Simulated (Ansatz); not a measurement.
An Ansatz (a program for electronic structure) run: Nb3Sn with a change (Sn on a Nb site (antisite)); Kohn–Sham DFT with the PBEsol functional, run in Ansatz with PAW and 420 eV plane waves, no spin-orbit coupling.

Input:

Ansatz 0.2 input:
```yaml
crystal:
  lattice:
    - [5.2585684136, -5.2585684136, 0]
    - [0, 5.2585684136, -5.2585684136]
    - [0, 5.2585684136, 5.2585684136]
  atoms:
    - { symbol: Sn, position: [0.2455035935, 0.8720973936, 0.3720038029] }
    - { symbol: Nb, position: [0.255140332, 0.3772483801, 0.8731019034] }
    - { symbol: Nb, position: [0.7450085267, 0.1180240711, 0.6236200148] }
    - { symbol: Nb, position: [0.7448985116, 0.6219122285, 0.1228790682] }
    - { symbol: Nb, position: [-0.0012610552, 0.1232271066, 0.3707466563] }
    - { symbol: Nb, position: [0.0035177499, 0.6270310328, 0.8760512876] }
    - { symbol: Nb, position: [0.0060755707, 0.8759716671, 0.6298744518] }
    - { symbol: Nb, position: [0.008457537, 0.3771918492, 0.1290051677] }
    - { symbol: Nb, position: [0.5059972643, 0.3811252765, 0.3774465139] }
    - { symbol: Nb, position: [0.5058681577, 0.8823660935, 0.8761269328] }
    - { symbol: Nb, position: [0.4994477399, 0.6277521259, 0.6240105181] }
    - { symbol: Nb, position: [0.5023263292, 0.1278399928, 0.1215086958] }
    - { symbol: Sn, position: [0.0048933366, -0.0008645353, 0.0095874733] }
    - { symbol: Sn, position: [0.0009088607, 0.5049118461, 0.5026541197] }
    - { symbol: Sn, position: [0.5012451386, 0.2485952471, 0.7488221747] }
    - { symbol: Sn, position: [0.5012456005, 0.748384775, 0.2453929539] }
basis: { ecutwfc: 420, ecutrho_ratio: 4, xc_grid: 2, fft_grid_basis: typed }
kpoints: { mp_grid: { grid: [7, 7, 7] } }
hamiltonian:
  xc: pbesol
  dispersion: none
  pseudopotentials: { kind: paw }
scf: { occupations: { method: fermi_dirac, width: 0.05 }, convergence: { dr2_threshold: 0.0000000016 } }
relax: { f_tol: 0.02, max_steps: 45 }
output: { forces: true, stress: true }
checkpoint: { write: state.ck, write_every: 1000 }
```

Output (explanatory and most iteration lines left out):

```
Relaxation: its limit of steps is 45 (relax.max_steps)
Pseudopotential: Sn, paw, valence charge 14
Pseudopotential: Nb, paw, valence charge 13
Crystal: 16 atoms, lattice volume = 290.826 Å³
Basis set: ecut = 420 eV, 5769 PW (Γ), exchange–correlation on 100×100×100 points (8 copies of the dense FFT grid, shifted against one another)
Bands: 128, of which v1, the nominal top of the filled ones, is band 107 counted from 1 (106 counted from 0)
Symmetry: 1 space group operations
Space group: P1 (ITA 1), of the structure as read, at distance tolerance 6.6e-5 Å
k-points: 172 of 343 (time reversal used)
Functional: x = pbesol(κ = 0.804, μ = 0.12345679012345678), c = pbesol(β = 0.046)
SCF iter   1: F=—  HF=-79201.382519 eV  |F-HF|=—  |Δ(HF+E_count)|=         —  Δρ=7.06e-3  dr2=2.32e-1  ethr=1.77e-3  ⟨swp⟩=6.0  Hψ=77415  notcnv=0  defer=94
SCF iter   2: F=—  HF=-79201.353663 eV  |F-HF|=—  |Δ(HF+E_count)|=   2.89e-2  Δρ=3.77e-3  dr2=6.85e-2  ethr=1.09e-4  ⟨swp⟩=1.4  Hψ=25536  notcnv=0  defer=987
SCF 1 converged in 8 iterations: F = -79201.341076 eV  dr2 = 9.60e-10
relax step   1: F+E_penalty+E_count = -79201.34107597 eV  Δ(F+E_penalty+E_count) = +0.000e0 eV  max|allowed force component| = 2.295e0 eV/Å  Δτ_max = 0.0000 Å  (8 SCF iters, accepted)
Crystal: 16 atoms, lattice volume = 290.826 Å³
SCF iter   1: F=—  HF=-79201.789942 eV  |F-HF|=—  |Δ(HF+E_count)|=         —  Δρ=1.47e-2  dr2=1.63e0  ethr=7.65e-4  ⟨swp⟩=1.0  Hψ=93458  notcnv=0  defer=1061
SCF iter   2: F=—  HF=-79201.639975 eV  |F-HF|=—  |Δ(HF+E_count)|=   1.50e-1  Δρ=8.29e-3  dr2=5.59e-1  ethr=7.65e-4  ⟨swp⟩=1.6  Hψ=21213  notcnv=0  defer=1061
SCF 2 converged in 9 iterations: F = -79201.555972 eV  dr2 = 7.56e-10
relax step   2: F+E_penalty+E_count = -79201.55597244 eV  Δ(F+E_penalty+E_count) = -2.149e-1 eV  max|allowed force component| = 1.670e0 eV/Å  Δτ_max = 0.1950 Å  (9 SCF iters, accepted)
Crystal: 16 atoms, lattice volume = 290.826 Å³
SCF iter   1: F=—  HF=-79201.875741 eV  |F-HF|=—  |Δ(HF+E_count)|=         —  Δρ=6.73e-3  dr2=3.80e-1  ethr=1.53e-3  ⟨swp⟩=4.0  Hψ=41400  notcnv=0  defer=1449
SCF iter   2: F=—  HF=-79201.843851 eV  |F-HF|=—  |Δ(HF+E_count)|=   3.19e-2  Δρ=3.70e-3  dr2=1.19e-1  ethr=1.78e-4  ⟨swp⟩=1.1  Hψ=25488  notcnv=0  defer=1458
SCF 3 converged in 9 iterations: F = -79201.827115 eV  dr2 = 1.25e-10
relax step   3: F+E_penalty+E_count = -79201.82711523 eV  Δ(F+E_penalty+E_count) = -2.711e-1 eV  max|allowed force component| = 1.085e-1 eV/Å  Δτ_max = 0.0773 Å  (9 SCF iters, accepted)
Crystal: 16 atoms, lattice volume = 290.826 Å³
SCF iter   1: F=—  HF=-79201.831672 eV  |F-HF|=—  |Δ(HF+E_count)|=         —  Δρ=1.07e-3  dr2=5.10e-3  ethr=5.41e-5  ⟨swp⟩=2.1  Hψ=35344  notcnv=0  defer=1468
SCF iter   2: F=—  HF=-79201.831137 eV  |F-HF|=—  |Δ(HF+E_count)|=   5.35e-4  Δρ=6.35e-4  dr2=1.88e-3  ethr=2.39e-6  ⟨swp⟩=1.0  Hψ=25456  notcnv=0  defer=1468
SCF 4 converged in 7 iterations: F = -79201.830552 eV  dr2 = 7.61e-10
relax step   4: F+E_penalty+E_count = -79201.83055168 eV  Δ(F+E_penalty+E_count) = -3.436e-3 eV  max|allowed force component| = 9.535e-3 eV/Å  Δτ_max = 0.0139 Å  (7 SCF iters, accepted)
SCF converged after 7 iterations
Free energy (F): -79201.830552 eV
Internal energy: -79201.741970 eV  (E = F + TS)
E sigma→0 (E₀):  -79201.786261 eV
Entropy (-TS):   -0.088582 eV (-5.536 meV/atom)
Fermi energy:    17.600288 eV
[...]
  atom   5  Nb    -0.00617039    -0.00774087     0.00358237
  atom   6  Nb     0.00685598     0.00578590    -0.00063496
  atom   7  Nb    -0.00680450    -0.00291269    -0.00039979
  atom   8  Nb     0.00288236     0.00209105    -0.00149295
  atom   9  Nb     0.00098507    -0.00953598     0.00301196
  atom  10  Nb     0.00026754     0.00445988     0.00178013
  atom  11  Nb     0.00420809     0.00053187     0.00199585
  atom  12  Nb     0.00308862     0.00859915    -0.00171367
  atom  13  Sn    -0.00714091     0.00066659     0.00113835
  atom  14  Sn    -0.00062561     0.00300536    -0.00320594
  atom  15  Sn     0.00404041    -0.00356554     0.00198915
  atom  16  Sn     0.00241789    -0.00169277    -0.00213160
--- Stress (GPa, compression-positive) ---
        2.937978      -0.001163      -0.006093
       -0.001163       3.212883      -0.002996
       -0.006094      -0.002996       3.218175
  P = ⅓ Tr σ = 3.1230 GPa (31.230 kbar)
--- Relaxed structure (4 steps of the walk, 4 accepted, 0 SCFs on fresh bases) ---
  atoms:
    - { symbol: Sn, position: [0.2519065697848753, 0.8758306346293003, 0.37523787087274174] }
    - { symbol: Nb, position: [0.25179857935112565, 0.37576209414967743, 0.8752567911349213] }
    - { symbol: Nb, position: [0.7682154915925098, 0.1340295547612051, 0.6333711689464325] }
    - { symbol: Nb, position: [0.735530182602287, 0.6176231852231169, 0.11704300846476023] }
    - { symbol: Nb, position: [-0.0016968918711368418, 0.12535797829331313, 0.37294284992743665] }
    - { symbol: Nb, position: [-0.002014849180764928, 0.6243005962759949, 0.8719609539815418] }
    - { symbol: Nb, position: [-0.0016448529419975616, 0.8735630468723743, 0.6246761275321346] }
    - { symbol: Nb, position: [-0.0019280343032520293, 0.37266509568297024, 0.12377095583719241] }
    - { symbol: Nb, position: [0.5054952119201328, 0.3789787170856289, 0.37754231713204944] }
    - { symbol: Nb, position: [0.5055076324706841, 0.878123896503516, 0.8781862296692914] }
    - { symbol: Nb, position: [0.5054034090365472, 0.626388561302598, 0.6264374359405639] }
    - { symbol: Nb, position: [0.5054021777302107, 0.1269864422640274, 0.12568661724215213] }
    - { symbol: Sn, position: [-0.003135093145039779, 0.0038502607348867876, -0.007884513610728722] }
    - { symbol: Sn, position: [-0.0032881993789806558, 0.4926218173316992, 0.503175921693233] }
    - { symbol: Sn, position: [0.506793949572345, 0.2589412759356049, 0.7582740490189233] }
    - { symbol: Sn, position: [0.5069279104604538, 0.7477913935540859, 0.24715395111735333] }
```

In so small a cell the defect repeats every few ångströms: this is an ordered compound, not a dilute defect. All final runs are without spin polarisation. The cell was made from Nb3Sn in the A15 (Cr3Si type) structure (space group Pm-3n, No. 223) by this change: Sn on a Nb site (antisite). The defect cell is not spin-polarised.
